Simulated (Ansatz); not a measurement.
Consider AlN in the wurtzite structure (space group P6_3mc, No. 186; a = 3.114 Å, c = 4.983 Å).

The values are results of PBEsol in Ansatz (plane waves to 420 eV, PAW, no spin-orbit coupling), not measurements.

For the base:

The valence-band top at Γ comes out as 0.00, -0.22, -0.22 eV. The c/a ratio comes out as 1.600 and the shortest interatomic distance is 1.891 Å.

Perturbation: cell and atoms relaxed at a pressure of 22.5 GPa.

What does the calculation give for the valence-band top at Γ, mean gap deformation potential ΔEg/Δln V, c/a ratio and shortest interatomic distance after the change?

The valence-band top at Γ (three highest levels, from the VBM) goes from 0.00, -0.22, -0.22 eV to 0.00, -0.35, -0.35 eV; the mean gap deformation potential ΔEg/Δln V amounts to -8.2 eV; the c/a ratio shrinks by 0.014 to 1.586; the shortest interatomic distance shrinks by 0.058 Å (1.891 Å → 1.833 Å).

Load acts through the strain it causes; cell and atoms are relaxed under it. Whether these cells are dynamically stable was not tested. Measured, AlN leaves this structure (for rock salt) near 14 GPa (temperature not stated; as listed in Datta, Sujoy, Jana, Debnarayan, arXiv (2020)), on rising pressure, with hysteresis.

Ansatz is an electronic-structure program.
